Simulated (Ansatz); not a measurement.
We consider B12As2 (R-3m, No. 166, 14 atoms in the cell; start mp-624), described by PBEsol+SOC (plane waves, PAW; Ansatz, a quantum-chemistry and plane-wave program).

Run with plane-wave cutoff 520 eV, 6×6×6 k mesh, Fermi–Dirac smearing 0.01 eV, PAW data made under PBE.

Cell (relaxed with PBEsol):

```cif
data_As2B12
_chemical_formula_sum 'B12 As2'
_space_group_name_H-M_alt 'P 1'
_space_group_IT_number 1
_cell_length_a 5.29895
_cell_length_b 5.29895
_cell_length_c 5.29895
_cell_angle_alpha 70.579
_cell_angle_beta 70.579
_cell_angle_gamma 70.579
loop_
_space_group_symop_operation_xyz
  'x, y, z'
loop_
_atom_site_label
_atom_site_type_symbol
_atom_site_fract_x
_atom_site_fract_y
_atom_site_fract_z
_atom_site_occupancy
B1 B 0.01566 0.01566 0.32469 1
B2 B 0.98434 0.98434 0.67531 1
B3 B 0.32469 0.01566 0.01566 1
B4 B 0.67531 0.98434 0.98434 1
B5 B 0.01566 0.32469 0.01566 1
B6 B 0.98434 0.67531 0.98434 1
B7 B 0.82179 0.27259 0.82179 1
B8 B 0.17821 0.72741 0.17821 1
B9 B 0.82179 0.82179 0.27259 1
B10 B 0.17821 0.17821 0.72741 1
B11 B 0.27259 0.82179 0.82179 1
B12 B 0.72741 0.17821 0.17821 1
As1 As 0.60080 0.60080 0.60080 1
As2 As 0.39920 0.39920 0.39920 1
```

### Question
Predict the band gap and direct gap at Γ.

### Answer

* **band gap**: 2.62 eV (on the SCF k mesh)
* **direct gap at Γ**: 4.45 eV

Cost on a shared machine: roughly 100 core-seconds.

A start named mp-… is a Materials Project structure, which need not be a measured phase.
